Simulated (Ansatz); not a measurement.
ZnSe (F-43m), r2SCAN with spin-orbit coupling, rigid bands (Ansatz, a first-principles code): N_v = 2.77e19 cm⁻³ at 300 K and a hole conductivity mass of 0.682 mₑ.

Question: For 1e17 holes per cm³ at 300 K, place the Fermi level, estimate the Seebeck coefficient of a parabolic band with constant τ, and give mobility and conductivity for τ = 5 fs.

Answer: The level lies k_BT ln(N_v/p) = 0.145 eV above the valence-band maximum. S ≈ +(k_B/e)[ln(N_v/p) + 5/2] = 700 μV/K, against 697 μV/K from the full bands (mean over directions). μ = eτ/m = 12.9 cm²/(V·s) and σ = peμ = 0.207 S/cm. τ is assumed, not computed.

Band transport and this doping are assumed; polarons and phonon drag are left out.
